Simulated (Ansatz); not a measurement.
**TaC (model structure, started from the WC type, P-6m2, No. 187, 2 atoms in the cell)**

These are PBEsol (plane waves, PAW; Ansatz, an electronic-structure program) values and carry that method's errors.

Settings: plane-wave cutoff 500 eV, 18×18×14 k mesh (along the axes of the cell as run), Fermi–Dirac smearing 0.05 eV, scalar-relativistic PAW data made under PBE.

Cell (relaxed at this level):

```yaml
crystal:
  lattice:
    - [3.02304, 0.00000, 0.00000]
    - [-1.51152, 2.61803, 0.00000]
    - [0.00000, 0.00000, 2.85902]
  atoms:
    - { symbol: Ta, position: [0.00000, 0.00000, 0.00000] }
    - { symbol: C, position: [0.66667, 0.33333, 0.50000] }
```

| Quantity | Result |
|---|---|
| band gap | none |

Note: the relaxation could raise the start's symmetry but not lower it, so the cell can be a saddle point.

Spin–orbit coupling is not included.

Computed values are for the static lattice.

A model structure was made by putting elements into a prototype or built by hand; it is no filed structure, need not be a known phase, and can be a saddle point held by its symmetry.
